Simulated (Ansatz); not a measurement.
CuI: x(Cl) = 0.25, 8 atoms, P-43m

The parent structure is CuI in the zinc blende structure (space group F-43m, No. 216; a = 6.0778 Å).

The other end (x = 1) is CuCl in the zinc blende structure (space group F-43m, No. 216): 19.94 Å³/atom, gap 0.52 eV.

Now apply this change: a fraction x = 0.25 of the I sites is given to Cl, ordered in a cell of 8 atoms (starting symmetry P-43m) and fully relaxed.

Method: PBE (Ansatz, a program for electronic structure), spin-orbit coupling left out, earlier PAW set. Settings: 6×6×6 k-points, 0.05 eV Fermi–Dirac smearing, for the changed cell.

| quantity | base | changed | shift |
|---|---|---|---|
| shortest interatomic distance | 2.632 Å | 2.432 Å | -0.200 Å |
| band gap | 1.10 eV | 0.87 eV | -0.23 eV |
| gap character (in this cell's own zone, which can be folded) | direct at Γ | direct at Γ | – |
| electron mass | 0.15 mₑ (at Γ) | 0.17 mₑ (at Γ) | – |
| hole mass (degenerate bands, along [100]) | 0.22, 0.75, 0.75 mₑ (at Γ) | 0.24, 0.95, 0.95 mₑ (at Γ) | – |
| mixing energy | – | +19 meV/atom | – |
| deviation of the volume from the linear (Vegard-type) interpolation | – | 0.0 % | – |
| bowing parameter b of this ordering, from Eg = [1−x] Eg[0] + x Eg[1] − b x [1−x] | – | 0.5 eV | – |
| mean first-shell distances | – | I–Cu 2.615 Å (end compound 2.632 Å), Cl–Cu 2.432 Å (end compound 2.348 Å) | – |

Cost of the whole job for the changed cell (relaxation, final SCF and bands): roughly 3 core-minutes.

These are small ordered cells, not random alloys; other orderings at the same x differ. Spin-orbit coupling, missing from the scalar runs, can matter with I. Effective masses come from finite differences of ±0.01 Å⁻¹. Stability against distortions was not tested. No Hubbard U is applied. All final runs are without spin polarisation. Labels are those of the standard path for the cell's own space group.
